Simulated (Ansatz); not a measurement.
Consider these faces of 2H silicon carbide (a metastable polymorph), relaxed from ideal cuts in 1x1 cells: (10-10), (11-20), (21-30).

Level of theory: PBE (plane waves to 420 eV, PAW; Ansatz, an electronic-structure program).

### Question
Rank these by surface energy (lowest first), as PBE gives it.

### Answer
(10-10) (2.34 J/m²), (21-30) (2.56 J/m²), (11-20) (2.58 J/m²)
